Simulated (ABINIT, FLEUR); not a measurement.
An ABINIT input for a self-consistent single point of CaO (Fm-3m, 2 atoms in the cell) (DFT, PBE, plane waves, norm-conserving pseudopotentials (PseudoDojo nc-sr-05 PBE standard)):

```
# CaO, PseudoDojo nc-sr-05 PBE standard
pp_dirpath "./"
pseudos "Ca.upf, O.upf"
acell 3*1.0 Angstrom
rprim
         0.0000000000    2.3542820000    2.3542820000
         2.3542820000   -0.0000000000    2.3542820000
         2.3542820000    2.3542820000   -0.0000000000
natom 2
ntypat 2
znucl 20 8
typat 1 2
xred
         0.0000000000    0.0000000000    0.0000000000
         0.5000000000    0.5000000000    0.5000000000
ecut 42
occopt 3
tsmear 0.00073499
nband 13
kptopt 1
ngkpt 12 12 12
nshiftk 1
shiftk 0 0 0
nstep 80
tolvrs 1.0e-12
prtwf 0
prtden 0
enunit 1
```

Task: Give the FLEUR input for the same structure, mesh, smearing and functional.

Result: One input that does it (others would too):

Input of the input generator:

```
CaO crystal
&input film=f /
0.0000000000 4.4489482001 4.4489482001
4.4489482001 -0.0000000000 4.4489482001
4.4489482001 4.4489482001 -0.0000000000
1.0
1.0 1.0 1.0

2
20 0.0000000000 0.0000000000 0.0000000000
8 0.5000000000 0.5000000000 0.5000000000

&comp jspins=1 /
&kpt div1=12 div2=12 div3=12 gamma=t /
&end /
```

```xml
<?xml version="1.0" encoding="UTF-8" standalone="no"?>
<fleurInput fleurInputVersion="0.39">
   <comment>
      CaO crystal                                                                                         
   </comment>
   <calculationSetup>
      <cutoffs Kmax="4.0" Gmax="12.0" GmaxXC="12.0" numbands="0"/>
      <scfLoop itmax="80" minDistance="0.00001" maxIterBroyd="15" imix="Anderson" alpha="0.05" precondParam="0.0" spinf="2.0"/>
      <coreElectrons ctail="T" frcor="F" kcrel="0" coretail_lmax="0"/>
      <xcFunctional name="pbe" relativisticCorrections="F"/>
      <magnetism jspins="1"/>
      <soc l_soc="F" theta="0.0" phi="0.0" spav="F"/>
      <expertModes spex="0" secvar="F"/>
      <geometryOptimization l_f="T" forcealpha="1.0" forcemix="BFGS" epsdisp="0.00001" epsforce="0.00001"/>
      <ldaU l_linMix="F" mixParam="0.05" spinf="1.0"/>
   </calculationSetup>
   <cell>
      <bzIntegration valenceElectrons="16.0" mode="hist" fermiSmearingEnergy="0.00073499">
         <kPointListSelection listName="default-1"/>
         <!-- k-points included here -->
         <xi:include xmlns:xi="http://www.w3.org/2001/XInclude" href="kpts.xml"> </xi:include>
      </bzIntegration>
      <!-- symmetry operations included here -->
      <xi:include xmlns:xi="http://www.w3.org/2001/XInclude" href="sym.xml"> </xi:include>
      <bulkLattice scale="1.0">
         <bravaisMatrix>
            <row-1>    0.0000000000000000     4.4489482001000002     4.4489482001000002</row-1>
            <row-2>    4.4489482001000002     0.0000000000000000     4.4489482001000002</row-2>
            <row-3>    4.4489482001000002     4.4489482001000002     0.0000000000000000</row-3>
         </bravaisMatrix>
      </bulkLattice>
   </cell>
   <atomSpecies>
      <species name="Calcium (Ca)" element="Ca" atomicNumber="20">
         <mtSphere radius="2.65" gridPoints="915" logIncrement="0.013"/>
         <atomicCutoffs lmax="10" lnonsphr="8"/>
         <electronConfig flipSpins="F">
            <coreConfig>(1s1/2) (2s1/2) (2p1/2) (2p3/2)</coreConfig>
            <valenceConfig>(3s1/2) (3p1/2) (3p3/2) (4s1/2)</valenceConfig>
         </electronConfig>
         <energyParameters s="4" p="4" d="3" f="4"/>
         <lo type="SCLO" l="0" n="3" eDeriv="0"/>
         <lo type="SCLO" l="1" n="3" eDeriv="0"/>
      </species>
      <species name="Oxygen (O)" element="O" atomicNumber="8">
         <mtSphere radius="1.50" gridPoints="519" logIncrement="0.02"/>
         <atomicCutoffs lmax="6" lnonsphr="4"/>
         <electronConfig flipSpins="F">
            <coreConfig>(1s1/2)</coreConfig>
            <valenceConfig>(2s1/2) (2p1/2) (2p3/2)</valenceConfig>
            <stateOccupation state="(2p1/2)" spinUp="0.6666666666667" spinDown="0.6666666666667"/>
            <stateOccupation state="(2p3/2)" spinUp="1.3333333333333" spinDown="1.3333333333333"/>
         </electronConfig>
         <energyParameters s="2" p="2" d="3" f="4"/>
      </species>
   </atomSpecies>
   <atomGroups>
      <atomGroup species="Calcium (Ca)">
         <relPos label="                   1">.0000000000 .0000000000 .0000000000</relPos>
         <force calculate="T" relaxXYZ="TTT"/>
      </atomGroup>
      <atomGroup species="Oxygen (O)">
         <relPos label="                   2">1.000/2.000 1.000/2.000 1.000/2.000</relPos>
         <force calculate="T" relaxXYZ="TTT"/>
      </atomGroup>
   </atomGroups>
   <output dos="F" band="F" slice="F">
      <checks vchk="F" cdinf="F"/>
      <bandDOS minEnergy="-.5*Htr" maxEnergy="0.5*Htr" sigma="0.015" storeEVData="T"/>
      <vacuumDOS vacdos="F" integ="F" star="F" nstars="0" locx1="0.0" locy1="0.0" locx2="0.0" locy2="0.0" nstm="0" tworkf="0.0"/>
      <unfoldingBand unfoldBand="F" supercellX="1" supercellY="1" supercellZ="1"/>
      <plotting iplot="0" polar="F">
         <plot TwoD="T" vec1="  1.0  0.0  0.0" vec2="  0.0  1.0  0.0" vec3="  0.0  0.0  1.0" zero="  0.0  0.0  0.0" file="plot"/>
      </plotting>
      <chargeDensitySlicing numkpt="0" minEigenval="0.0" maxEigenval="0.0" nnne="0" pallst="F"/>
      <specialOutput eonly="F"/>
      <magneticCircularDichroism mcd="F" energyLo="-10.0" energyUp="0.0"/>
   </output>
  <!-- We include the file relax.xml here to enable relaxations (see documentation) -->
  <xi:include xmlns:xi="http://www.w3.org/2001/XInclude" href="relax.xml"> <xi:fallback/> </xi:include>
</fleurInput>
```

Basis, cutoffs, solver keys and any potentials are the target program's own. This input uses DFT, PBE, all-electron FLAPW (FLEUR), scalar-relativistic valence. Both were run: gap on the mesh 3.638 eV in ABINIT and 3.674 in FLEUR.

On ABINIT: the starting cell comes from a database of computed structures (which also holds hypothetical and non-ambient phases and stackings), without a prior relaxation at this level. Its lattice was rescaled by a random factor within 2.5 % of one. With a pressure of about 9 GPa the cell is away from its equilibrium volume at this level.

On FLEUR: the starting cell comes from a database of computed structures (which also holds hypothetical and non-ambient phases and stackings), without a prior relaxation at this level. Its lattice was rescaled by a random factor within 2.5 % of one. Values depend on the basis (sphere radii, cutoffs, local orbitals), which need not be converged.
